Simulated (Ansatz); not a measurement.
The starting structures come from a database of crystals and need not be the phases stable at ambient conditions.

 Where the default PAW files enter, the runs use the earlier of Ansatz's two default sets.

By PBEsol, the system below comes out a metal.

The ballistic (Sharvin) conductance counts the channels at the Fermi level: G/A = (e²/h) × channels of both spins per area.

```
Al3Ti
1.0
    3.82221     0.00000     0.00000
    0.00000     3.82221     0.00000
    1.91111    -1.91111     4.15225
Ti Al
1 3
Direct
  0.00000   0.00000   0.00000
  0.50000   0.50000   0.00000
  0.25000   0.25000   0.50000
  0.75000   0.75000   0.50000
```

Space group of this cell: I4/mmm. The cell is strained (lengths along the current scaled by 0.97, ions clamped); by PBEsol its mean pressure is 3.0 GPa.

The current flows along the normal of the first two printed cell vectors, the (001) (indices of the unstrained crystal) plane of the conventional cell. No spin-orbit coupling; the value is a mean over 0.1 eV about the Fermi level.

Q: Estimate the ballistic conductance per area that PBEsol run with Ansatz (an electronic-structure program) returns for this system.

A: 0.53 × 10¹⁵ S/m² for both spins.
